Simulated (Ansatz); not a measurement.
The parent structure is K in the bcc (W type) structure (space group Im-3m, No. 229; relaxed with 0.1 eV smearing).

K has the cubic space group Im-3m (No. 229), the bcc (W type) structure, Pearson symbol cI2. Cell: a = b = c = 5.2881 Å, α = β = γ = 90.00°. K on 2a sees 8 K at 4.580 Å and 6 K at 5.288 Å. (Neighbours: up to the widest gap in distance over summed covalent radii, below 1.35, at either atom.)
(The calculation used a cell of 1 atom; values per cell refer to that cell.)

Calculations: PBE, PAW, 420 eV (Ansatz, a first-principles code; scalar-relativistic without spin-orbit coupling).

Base values:

The pressure is 0.0 GPa.

The change: an isotropic linear strain of −1.00 %; the atoms relax in the strained cell.

Q: Estimate the effect on the energy relative to the base.

A: The energy goes up by 0.8 meV/atom.

Q: How does this affect the pressure?

A: The pressure hardly moves (0.0 GPa against 0.1 GPa).

Whether these cells are dynamically stable was not tested.
